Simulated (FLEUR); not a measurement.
Band structure of MgAlB4 (P6/mmm, 6 atoms in the cell).

```yaml
crystal:
  lattice:
    - [3.02732, 0.00000, 0.00000]
    - [-1.51366, 2.62174, 0.00000]
    - [0.00000, 0.00000, 6.72194]
  atoms:
    - { symbol: Mg, position: [0.00000, 0.00000, 0.50000] }
    - { symbol: Al, position: [0.00000, 0.00000, 0.00000] }
    - { symbol: B, position: [0.66667, 0.33333, 0.23369] }
    - { symbol: B, position: [0.33333, 0.66667, 0.76631] }
    - { symbol: B, position: [0.33333, 0.66667, 0.23369] }
    - { symbol: B, position: [0.66667, 0.33333, 0.76631] }
```

Computed with FLEUR with LDA (Vosko-Wilk-Nusair), all-electron FLAPW (FLEUR), scalar-relativistic valence.

Settings: Kmax = 3.9 1/bohr; GmaxXC = 15.6 1/bohr; xcFunctional = vwn; jspins = 1; l_soc = F; mode = hist; fermiSmearingEnergy = 0.00367493 Htr; mesh (inpgen div1-3) = 16 16 7; inpgen gamma flag = true; Gmax = 15.6 1/bohr; numbands = 0; maxIterBroyd = 25; imix = Anderson; alpha = 0.05.

The starting cell comes from a database of computed structures (which also holds hypothetical and non-ambient phases and stackings), without a prior relaxation at this level. Values depend on the basis (sphere radii, cutoffs, local orbitals), which need not be converged.

Levels in eV from the Fermi level, bands 9 to 16:
| point | 9 | 10 | 11 | 12 | 13 | 14 | 15 | 16 |
|---|---|---|---|---|---|---|---|---|
| Γ | -0.55 | -0.55 | 0.05 | 0.05 | 0.87 | 4.63 | 4.63 | 5.68 |
| M | -4.97 | -3.43 | -2.94 | -2.81 | -0.36 | 2.35 | 2.49 | 4.72 |
| K | -7.11 | -6.62 | -3.36 | -3.36 | 1.01 | 1.30 | 1.30 | 5.55 |
| A | -0.42 | -0.42 | -0.10 | -0.10 | 4.68 | 4.68 | 4.73 | 5.58 |
| L | -3.42 | -3.35 | -2.92 | -2.53 | -1.46 | -0.44 | 2.91 | 4.49 |
| H | -7.52 | -6.88 | -1.89 | -1.89 | -0.96 | -0.96 | 2.08 | 4.16 |
